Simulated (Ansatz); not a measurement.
System: In2O3 (Pbcn, No. 60, 20 atoms in the cell; start mp-1105681; a measured phase of this formula has another space group). Method: LDA (plane waves, PAW; Ansatz, a first-principles code).

Run with plane-wave cutoff 520 eV, 4×6×6 k mesh (along the axes of the cell as run), Fermi–Dirac smearing 0.01 eV, scalar-relativistic PAW data made under PBE.

Cell (relaxed at this level):

```cif
data_In8O12
_chemical_formula_sum 'In8 O12'
_space_group_name_H-M_alt 'Pbcn'
_space_group_IT_number 60
_space_group_name_Hall '-P 2n 2ab'
_cell_length_a 7.88896
_cell_length_b 5.46923
_cell_length_c 5.55342
_cell_angle_alpha 90.000
_cell_angle_beta 90.000
_cell_angle_gamma 90.000
loop_
_atom_site_label
_atom_site_type_symbol
_atom_site_symmetry_multiplicity
_atom_site_Wyckoff_symbol
_atom_site_fract_x
_atom_site_fract_y
_atom_site_fract_z
_atom_site_occupancy
In1 In 8 d 0.38492 0.25229 0.02850 1
O1 O 8 d 0.34978 0.11022 0.39553 1
O2 O 4 c 0.00000 0.04196 0.25000 1
```

Problem. Predict the band gap.

Solution. 
- band gap: 1.08 eV (on the SCF k mesh)

Note: the relaxation could not lower the start's symmetry, so the cell can be a saddle point above a distorted one.

Spin–orbit coupling is not included.

The result took very roughly 10 core-minutes.

A start named mp-… is a Materials Project structure, which need not be a measured phase.
